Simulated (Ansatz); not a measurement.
Consider GaAs in the zinc blende structure (space group F-43m, No. 216; a = 5.667 Å). Axes: x, y, z lie along the cube axes.

Level of theory: r2SCAN/PAW in Ansatz (a program for electronic structure), no spin-orbit coupling.

Base values:

* **Smallest direct gap**: 0.96 eV
* **Pressure**: 0.00 GPa

It is then changed as follows: uniaxial strain ε_xx = −5.52 %, all other strain components held at zero; the atoms relax in the strained cell.

Problem. What happens to the smallest direct gap, energy relative to the base and pressure?

Solution. The smallest direct gap increases by 0.23 eV to 1.19 eV; the energy grows by 26 meV/atom; the pressure (mean of the normal stresses, compression positive) goes from zero to 4.61 GPa.

Whether these cells are dynamically stable was not tested.
